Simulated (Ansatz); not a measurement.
The starting structures come from a database of crystals and need not be the phases stable at ambient conditions.

The decay constant κ of evanescent states in the gap governs leakage through a thin film.

Consider the following.

```yaml
crystal:
  lattice:
    - [6.19220, 0.00000, 0.00000]
    - [0.00000, 6.19220, 0.00000]
    - [3.09610, -3.09610, 4.37855]
  atoms:
    - { symbol: K, position: [0.50000, 0.50000, 0.00000] }
    - { symbol: Rb, position: [0.25000, 0.25000, 0.50000] }
    - { symbol: Rb, position: [0.75000, 0.75000, 0.50000] }
    - { symbol: Ga, position: [0.00000, 0.00000, 0.00000] }
    - { symbol: F, position: [0.21656, 0.78344, 0.00000] }
    - { symbol: F, position: [0.78344, 0.21656, 0.00000] }
    - { symbol: F, position: [0.21656, 0.21656, 0.00000] }
    - { symbol: F, position: [0.78344, 0.78344, 0.00000] }
    - { symbol: F, position: [0.21656, 0.78344, 0.56688] }
    - { symbol: F, position: [0.78344, 0.21656, 0.43312] }
```

Space group of this cell: Fm-3m. The cell is taken as given.

Transport runs along the normal of the first two printed cell vectors, the (001) plane of the conventional cell.

The gap is the functional's own. No spin-orbit coupling. Mid-gap values are interpolated on the energy grid.

Task: Predict the band gap and the smallest decay constant κ at mid-gap from r2SCAN (Ansatz, a quantum-chemistry and plane-wave program).

Result: Gap 7.17 eV on a 8×8×8 mesh; κ = 0.541 1/Å, at the zone centre.
